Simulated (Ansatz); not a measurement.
Take HgS in the zinc blende structure (space group F-43m, No. 216; a = 5.876 Å) as the base. Axes: x, y, z lie along the cube axes.

Computed with PBEsol, PAW, 420 eV (Ansatz, an electronic-structure program; scalar-relativistic without spin-orbit coupling).

For the base:

The volume per atom comes out as 25.36 Å³ and the band gap comes out as zero.

It is then changed as follows: biaxial strain +2.08 %, plane normal [111], relaxed out of plane (Cartesian); in-plane vectors clamped, the third vector and the atoms free.

What does the calculation give for the energy relative to the base, volume per atom and band gap after the change?

The energy grows by 6.6 meV/atom; the volume per atom goes up by 0.57 Å³ to 25.93 Å³; the band gap is still zero.

With Hg present, leaving out spin-orbit coupling can change the band edges. Whether these cells are dynamically stable was not tested. The final runs are not spin-polarised. Gaps under 0.05 eV, about the width of the smearing, are given as zero. The zero or small gap of HgS can change with the level of theory.
